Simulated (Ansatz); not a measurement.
# TlBiS₂ (P4/mmm, No. 123, 4 atoms in the cell; start mp-1216528; a measured phase of this formula has another space group)

Level of theory: LDA (Ansatz, a first-principles code, plane waves, PAW).

Numerical settings: plane-wave cutoff 520 eV, 14×14×10 k mesh (along the axes of the cell as run), Fermi–Dirac smearing 0.05 eV, scalar-relativistic PAW data made under PBE.

Cell (relaxed at this level):

```cif
data_BiS2Tl
_chemical_formula_sum 'Tl1 Bi1 S2'
_space_group_name_H-M_alt 'P 1'
_space_group_IT_number 1
_cell_length_a 4.08917
_cell_length_b 4.08917
_cell_length_c 5.72000
_cell_angle_alpha 90.000
_cell_angle_beta 90.000
_cell_angle_gamma 90.000
loop_
_space_group_symop_operation_xyz
  'x, y, z'
loop_
_atom_site_label
_atom_site_type_symbol
_atom_site_fract_x
_atom_site_fract_y
_atom_site_fract_z
_atom_site_occupancy
Tl1 Tl 0.00000 0.00000 0.00000 1
Bi1 Bi 0.50000 0.50000 0.50000 1
S1 S 0.00000 0.00000 0.50000 1
S2 S 0.50000 0.50000 0.00000 1
```

```json
{
 "band_gap": "zero (no gap)",
 "bulk_modulus": "68.0 GPa"
}
```

Note: the relaxation could not lower the start's symmetry, so the cell can be a saddle point above a distorted one; the bulk modulus is −V dP/dV from two relaxed cells at ±2 % in volume.

Spin–orbit coupling is not included; it can open a gap where bands touch, and shift volumes and moduli.

Static lattice: no zero-point or thermal effects.

Computing time: about 110 core-seconds (a rough figure).

A start named mp-… is a Materials Project structure, which need not be a measured phase.
